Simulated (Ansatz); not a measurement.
Start from TiB2 (space group P6/mmm, No. 191; a = 3.0320 Å, c = 3.2243 Å).

All numbers come from Ansatz (a first-principles code), PBE, PAW, cutoff 420 eV, scalar-relativistic without spin-orbit coupling.

One change was made to it. Results:

| quantity | base | after |
|---|---|---|
| c/a ratio | 1.063 | 1.060 |
| shortest interatomic distance | 1.751 Å | 1.737 Å |

**Question.** What was done to the base?
(A) pressure 100 GPa
(B) pressure 7 GPa
(C) pressure −1 GPa

**Answer.** B, pressure 7 GPa. For comparison, the shortest interatomic distance in the other runs: pressure 100 GPa gives 1.627 Å; pressure −1 GPa gives 1.753 Å.

Load acts through the strain it causes; cell and atoms are relaxed under it. Stability against distortions was not tested. Competing high-pressure phases were not computed. All final runs are without spin polarisation.
